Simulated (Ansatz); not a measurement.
Take Cu in the fcc (Cu type) structure (space group Fm-3m, No. 225) as the base.

```
Cu
1.0
    0.00000     1.78189     1.78189
    1.78189     0.00000     1.78189
    1.78189     1.78189     0.00000
Cu
1
Cartesian
  0.00000   0.00000   0.00000
```

Cartesian axes are those of the cell as printed.

The values are results of PBEsol (Ansatz, an electronic-structure program), spin-orbit coupling left out, not measurements.

Base values:

```
Property   Result
--------  -------
Pressure  0.0 GPa
```

One thing is altered: a pure shear with ε_xy = ε_yx = 0.0289, atoms relaxed at fixed cell.

Task: What does the calculation give for the pressure after the change?

Result: The pressure (mean of the normal stresses, compression positive) goes from zero to 0.6 GPa.

Task: How does this affect the energy relative to the base?

Result: The energy goes up by 12 meV/atom.

Without a gap, meshes like the base's 22×22×22 leave anisotropic stresses uncertain by several tenths of a GPa, and small strain energies with them. The cells carry an imposed strain or load. No phonon test of stability was made. The final runs are not spin-polarised.
